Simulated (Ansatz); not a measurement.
Response to strain in SrTiO3

Take SrTiO3 in the cubic perovskite structure (space group Pm-3m, No. 221; a = 3.891 Å) as the base. Axes: x, y, z lie along the cube axes.

Strains are applied to the cell and any free atomic positions relax; under biaxial strain the out-of-plane vector relaxes too.

Level of theory: PBEsol (Ansatz, an electronic-structure program, PAW, without spin-orbit coupling).

Notes on the quantities. pressure: mean of the normal stresses, compression positive.

```tsv
variant	smallest direct gap	band gap	pressure	volume per atom
base	2.19 eV	1.85 eV	-0.01 GPa	11.78 Å³
biaxial strain −2.50 %, plane normal [111], relaxed out of plane	___	1.81 eV	6.78 GPa	11.40 Å³
biaxial strain −2.00 %, plane normal [111], relaxed out of plane	2.10 eV	1.83 eV	5.34 GPa	11.47 Å³
biaxial strain −1.50 %, plane normal [111], relaxed out of plane	2.13 eV	1.84 eV	3.94 GPa	___
biaxial strain −1.00 %, plane normal [111], relaxed out of plane	2.15 eV	1.84 eV	2.59 GPa	11.63 Å³
biaxial strain −0.50 %, plane normal [111], relaxed out of plane	2.18 eV	1.85 eV	1.28 GPa	11.70 Å³
```

Q: Fill in the withheld entries from the trend.

A: 
- biaxial strain −2.50 %, plane normal [111], relaxed out of plane, smallest direct gap: 2.07 eV
- biaxial strain −1.50 %, plane normal [111], relaxed out of plane, volume per atom: 11.55 Å³

Stability against distortions was not tested. All final runs are without spin polarisation. Many cubic perovskites are stable only at high temperature; tilts and polar distortions were not tested.
